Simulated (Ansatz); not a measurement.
Subject: the energy of one form of BaTiO3 over another. The value is E(A) − E(B), in meV per atom.

A: BaTiO3 (P4mm), 5 atoms in the cell; spin state with PBE: run without spin, k-point mesh 8×8×8 on the run's own vectors.
```cif
data_BaO3Ti
_chemical_formula_sum 'Ba1 Ti1 O3'
_space_group_name_H-M_alt 'P 1'
_space_group_IT_number 1
_cell_length_a 3.98467
_cell_length_b 3.98467
_cell_length_c 4.20532
_cell_angle_alpha 90.000
_cell_angle_beta 90.000
_cell_angle_gamma 90.000
loop_
_space_group_symop_operation_xyz
  'x, y, z'
loop_
_atom_site_label
_atom_site_type_symbol
_atom_site_fract_x
_atom_site_fract_y
_atom_site_fract_z
_atom_site_occupancy
Ba1 Ba 0.00000 0.00000 0.01486 1
Ti1 Ti 0.50000 0.50000 0.53209 1
O1 O 0.50000 0.50000 0.96281 1
O2 O 0.50000 0.00000 0.48362 1
O3 O 0.00000 0.50000 0.48362 1
```

B: BaTiO3 (cubic perovskite, Pm-3m), 5 atoms in the cell; spin state with PBE: run without spin, k-point mesh 8×8×8 on the run's own vectors.
Space group Pm-3m (No. 221); a = b = c = 4.0195 Å, α = β = γ = 90.00°

```json
[
 {"atom": "Ba", "site": "1a", "symmetry": "m-3m", "x": "0.0000", "y": "0.0000", "z": "0.0000"},
 {"atom": "Ti", "site": "1b", "symmetry": "m-3m", "x": "0.5000", "y": "0.5000", "z": "0.5000"},
 {"atom": "O", "site": "3c", "symmetry": "4/mm.m", "x": "0.0000", "y": "0.5000", "z": "0.5000"}
]
```

Plane-wave PAW calculations with Ansatz (a first-principles code), its PAW set soft_1, cutoff 420 eV. The structures are at rest with PBE; other levels are single points on them. HSE06 runs on coarser k-point meshes, mended by the PBE difference between the two meshes. Neutral cells; Fermi-Dirac smearing of at most 0.05 eV in the solids, energies taken to zero width. The lattices are those relaxed with PBE, so at other levels the solids can be strained, which adds to the spread. A dispersion term (D3(BJ), or D4 for r2SCAN) was computed beside these levels and is taken off wherever the name lacks it. No zero-point or thermal terms. The structures are the rest points that the relaxations reached, not proven lowest. Spin-orbit coupling is left out.

Task: Predict the value from PBE.

Result: -11 meV/atom for A less B, so BaTiO3 (P4mm) (A) lies lower.

Task: What do the other levels give, and how wide is the spread?

Result: 
| Level | value (meV/atom) | less PBE |
|---|---|---|
| HSE06 | -10 | 1 |

The levels span only 1 meV/atom, too little to tell them apart.
